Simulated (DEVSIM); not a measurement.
Structure: abrupt Si p-n junction, at 300 K.

| layer (left to right) | material | thickness (μm) | Nd (cm⁻³) | Na (cm⁻³) | τn (s) | τp (s) |
|---|---|---|---|---|---|---|
| 1 | Si | 3.40 | - | 6.9e16 | 4.1e-5 | 4.1e-5 |
| 2 | Si | 63.0 | 2.1e16 | - | 4.1e-5 | 4.1e-5 |

Left contact: ohmic. Right contact: ohmic. Voltage is applied to the left contact. Recombination: SRH at mid-gap, radiative. Mobility is constant in doping.

The device is made up for the run: typed textbook-type constants, with dimensions and the other settings drawn at random. Values at 300 K.

| parameter | Si |
|---|---|
| gap (eV) | 1.124 |
| affinity (eV) | 4.05 |
| permittivity | 11.7 |
| Nc (cm⁻³) | 2.86e19 |
| Nv (cm⁻³) | 3.1e19 |
| μn (cm²/Vs) | 1417 |
| μp (cm²/Vs) | 470 |
| B (cm³/s) | 4.7e-15 |

DEVSIM, 1D drift-diffusion, Boltzmann statistics, complete ionisation; no tunnelling, impact ionisation, image-force lowering or self-heating.

The doping Nd of layer 2 was swept, all else fixed.

| doping Nd of layer 2 (cm^-3) | largest field in the device at zero bias (V/cm) | potential step across the device at zero bias (V) | dark forward voltage at 1 A/cm² (V) | dark forward voltage at 100 A/cm² (V) |
|---|---|---|---|---|
| 6.3e14 | 17000 | 0.689 | 0.620 | 1.033 |
| 2.1e15 | 23000 | 0.720 | 0.624 | 0.948 |
| 6.3e15 | 36000 | 0.748 | 0.627 | 0.888 |
| 2.1e16 | 60000 | 0.780 | 0.627 | 0.833 |
| 6.3e16 | 88000 | 0.808 | 0.627 | 0.788 |
| 2.1e17 | 110000 | 0.839 | 0.627 | 0.762 |
| 6.3e17 | ___ | 0.867 | 0.627 | ___ |

What belongs in the gaps?


- 6.3e17, largest field in the device at zero bias (V/cm): 130000
- 6.3e17, dark forward voltage at 100 A/cm² (V): 0.752
